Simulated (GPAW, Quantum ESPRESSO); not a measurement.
## Code comparison for CeO (Fm-3m, 2 atoms in the cell)

Self-consistent single point, at a second geometry (lattice scaled by 0.98). First geometry:

```
CeO
1.0
    0.00000     2.48314     2.48314
    2.48314     0.00000     2.48314
    2.48314     2.48314     0.00000
Ce O
1 1
Direct
  0.00000   0.00000   0.00000
  0.50000   0.50000   0.50000
```

Shared settings, as Quantum ESPRESSO writes them: occupations = smearing; smearing = gauss; degauss = 0.0073499 Ry; K_POINTS = automatic 15 15 15 0 0 0. Potentials and cutoffs stand in the table.

```tsv
code	model	ΔF from the first geometry (meV/atom)	cutoff
Quantum ESPRESSO	LDA (PZ), SSSP 1.1.2 efficiency (PBE) pseudopotentials	-15.5	55 Ry
GPAW	LDA (Perdew-Wang 92), GPAW PAW datasets LDA (gpaw-data 1.0.1)	-16.3	950 eV
```

On Quantum ESPRESSO's run: spin-orbit coupling is off. Spin polarisation is off, so a magnetic state, if there is one, cannot be reached. The f electrons are in the valence without U or exact exchange, which can misplace them near the Fermi level. Spin-orbit terms, which matter for f shells, are left out.

The spread over the programs that give each value: ΔF from the first geometry within 0.8 meV/atom.

The starting cell comes from a database of computed structures (which also holds hypothetical and non-ambient phases and stackings), without a prior relaxation at this level. For this run, on top of that: lattice scaled by 0.98.

Left out of this page: Ansatz (with a known weakness of the program); Elk and FLEUR (not drawn, or without a comparable value).
